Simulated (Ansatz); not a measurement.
Take GaN in the zinc blende structure (space group F-43m, No. 216) as the base.

```yaml
crystal:
  lattice:
    - [0.00000, 2.27440, 2.27440]
    - [2.27440, 0.00000, 2.27440]
    - [2.27440, 2.27440, 0.00000]
  atoms:
    - { symbol: N, position: [0.75000, 0.75000, 0.75000] }
    - { symbol: Ga, position: [0.00000, 0.00000, 0.00000] }
```

Levels (all Ansatz, a first-principles code, PAW, earlier PAW set): PBE (420 eV, no SOC); r2SCAN (500 eV, without spin-orbit coupling).

Levels that relaxed their own cell: PBE and r2SCAN.

| level | band gap | lattice parameter a | electron mass at Γ |
|---|---|---|---|
| PBE | 1.54 eV | 4.549 Å | 0.141 mₑ |
| r2SCAN | 2.17 eV | 4.498 Å | 0.171 mₑ |

Measured: band gap 3.48 eV (static lattice; corrected from measurement; as listed in I. Vurgaftman, J. R. Meyer, L. R. Ram-Mohan, Journal of Applied Physics (2001)); lattice parameter a 4.5 Å (room temperature; as listed in I. Vurgaftman, J. R. Meyer, L. R. Ram-Mohan, Journal of Applied Physics (2001)); electron mass at Γ 0.15 mₑ (temperature not stated; as listed in I. Vurgaftman, J. R. Meyer, L. R. Ram-Mohan, Journal of Applied Physics (2001)).

Computed minus measured — band gap: PBE -1.94 eV, r2SCAN -1.31 eV (closest: r2SCAN); lattice parameter a: PBE +1.1 %, r2SCAN -0.0 % (closest: r2SCAN); electron mass at Γ: PBE -6 %, r2SCAN +14 % (closest: PBE). Measured values not marked as corrected hold thermal and zero-point effects that the static-lattice runs lack. A measured gap can be an optical one, lowered by exciton binding. Levels without spin-orbit coupling miss its lowering of the gap, often about a third of the valence-band splitting.

Effective masses come from finite differences of ±0.01 Å⁻¹. No phonon test of stability was made. This is not the structure that GaN has at room temperature and ambient pressure.
